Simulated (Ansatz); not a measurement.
Effect of Cs → Ba on CsPbCl3

The parent structure is CsPbCl₃ in the cubic perovskite structure (space group Pm-3m, No. 221; a = 5.619 Å).

The change: every Cs is replaced by Ba, then cell and atoms are relaxed.

Level of theory: Ansatz (a first-principles code) PBEsol, no spin-orbit coupling. Settings: 9×9×9 k-points, 0.05 eV Fermi–Dirac smearing, for the changed cell.

The volume per atom shrinks by 0.50 Å³, from 35.48 Å³ to 34.98 Å³ and the density increases by 0.10 g/cm³ (4.18 g/cm³ → 4.28 g/cm³). The lattice parameter a drops by 0.0263 Å to 5.592 Å and the band gap goes from 1.83 eV to zero.

Cost of the whole job for the changed cell (relaxation, final SCF and bands): about 70 core-seconds (a rough figure).

Spin-orbit coupling, missing from the scalar runs, can matter with Pb. Whether these cells are dynamically stable was not tested. As relaxed here, BaPbCl3 is a hypothetical phase, not in the database extracts checked. The final runs are not spin-polarised. An odd electron count without spin: BaPbCl3. Many cubic perovskites are stable only at high temperature; tilts and polar distortions were not tested. This is not the structure that CsPbCl3 has at room temperature and ambient pressure.
